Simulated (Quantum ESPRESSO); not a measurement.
Worked example: self-consistent single point of CaMg₆Sn (P1, 8 atoms in the cell) in Quantum ESPRESSO.

Method: PBEsol, SSSP 1.1.2 efficiency (PBE) pseudopotentials (plane waves; Quantum ESPRESSO).

The change in words: atoms moved at random. Reference geometry:
```xyz
8
Lattice="5.2074 0.0000 0.0000 0.0000 3.2032 5.9208 0.0000 -3.2032 5.9208" Properties=species:S:1:pos:R:3 pbc="T T T"
Ca     2.6037     0.0000     2.0066
Mg     2.6037     1.5955     4.9426
Mg     2.6037    -1.5955     4.9426
Mg     0.0000     1.5850     6.8545
Mg     0.0000    -1.5850     6.8545
Mg     0.0000     0.0000     3.9952
Mg     0.0000     0.0000     9.8922
Sn     2.6037     0.0000     7.8781
```

Reference input (self-consistent single point, DFT, PBEsol, plane waves, SSSP 1.1.2 efficiency (PBE) pseudopotentials): ecutwfc = 40 Ry; ecutrho = 320 Ry; occupations = smearing; smearing = fermi-dirac; degauss = 0.0073499 Ry; input_dft = pbesol; potentials = {Ca: Ca_pbe_v1.uspp.F.UPF, Mg: Mg.pbe-n-kjpaw_psl.0.3.0.UPF, Sn: Sn_pbe_v1.uspp.F.UPF}; K_POINTS = automatic 4 3 3 0 0 0; conv_thr = 1e-11 Ry. This run's input differs from it in these lines:

```diff
@@ -30,10 +30,10 @@
 ATOMIC_POSITIONS {angstrom}
-Ca    2.6036800000    0.0000000000    2.0065557310
-Mg    2.6036800000    1.5955338440    4.9425570762
-Mg    2.6036800000   -1.5955338440    4.9425570762
-Mg    0.0000000000    1.5849631520    6.8544985830
-Mg    0.0000000000   -1.5849631520    6.8544985830
-Mg    0.0000000000    0.0000000000    3.9952306762
-Mg    0.0000000000    0.0000000000    9.8922191004
-Sn    2.6036800000    0.0000000000    7.8780847582
+Ca    2.5726545491   -0.0085238216    2.0158217673
+Mg    2.5896565795    1.6412184529    4.8929290144
+Mg    2.6466927936   -1.5718715101    4.9472759458
+Mg   -0.0664615357    1.6271690422    6.8727819825
+Mg   -0.0072434378   -1.5997621208    6.8583826212
+Mg    0.0473401098   -0.0890917141    4.0216314788
+Mg   -0.0302651763   -0.0018162371    9.9061033529
+Sn    2.6623513251    0.0026779086    7.8512754211
 K_POINTS {automatic}
```

Output (repeated stretches shortened):

```
     Self-consistent Calculation

     iteration #  1     ecut=    40.00 Ry     beta= 0.70

     Threshold (ethr) on eigenvalues was too large:
     Diagonalizing with lowered threshold

     total energy              =    -434.11316496 Ry
     estimated scf accuracy    <       0.29740166 Ry

     iteration #  2     ecut=    40.00 Ry     beta= 0.70

     total energy              =    -434.18362560 Ry
     estimated scf accuracy    <       0.03775808 Ry

     iteration #  3     ecut=    40.00 Ry     beta= 0.70

     total energy              =    -434.19099176 Ry
     estimated scf accuracy    <       0.00586271 Ry

   [... 7 blocks of this kind left out ...]

     iteration # 11     ecut=    40.00 Ry     beta= 0.70

     total energy              =    -434.19338452 Ry
     estimated scf accuracy    <          3.4E-10 Ry

     iteration # 12     ecut=    40.00 Ry     beta= 0.70
     End of self-consistent calculation

     the Fermi energy is     4.9928 ev

!    total energy              =    -434.19338452 Ry
     estimated scf accuracy    <          7.3E-12 Ry
     smearing contrib. (-TS)   =      -0.00741464 Ry
     internal energy E=F+TS    =    -434.18596988 Ry

     convergence has been achieved in  12 iterations

     Forces acting on atoms (cartesian axes, Ry/au):

     atom    1 type  1   force =     0.00475307    0.00241493    0.00037421
     atom    2 type  2   force =     0.00000628   -0.00296119    0.00486492
     atom    3 type  2   force =    -0.00349360   -0.00137695    0.00375891
     atom    4 type  2   force =     0.00549862   -0.00996448   -0.00280753
     atom    5 type  2   force =     0.00099703    0.00660923    0.00194259
   [... lines left out ...]

     Total force =     0.022742     Total SCF correction =     0.000006

          total   stress  (Ry/bohr**3)                   (kbar)     P=       -9.34
  -0.00005186  -0.00000765  -0.00001114           -7.63       -1.13       -1.64
  -0.00000765  -0.00007659  -0.00000682           -1.13      -11.27       -1.00
  -0.00001114  -0.00000682  -0.00006209           -1.64       -1.00       -9.13

   JOB DONE.
```

The run converged in 12 iterations. Against the reference run the free energy goes up by 5.8 meV/atom, the pressure hardly changes (-1.03 to -0.93 GPa) and the largest force goes from 0.157 to 0.301 eV/Å.

The starting cell comes from a database of computed structures (which also holds hypothetical and non-ambient phases and stackings), without a prior relaxation at this level. For this run, on top of that: atoms moved at random.

Cost on one core of a shared machine: roughly 50 s.
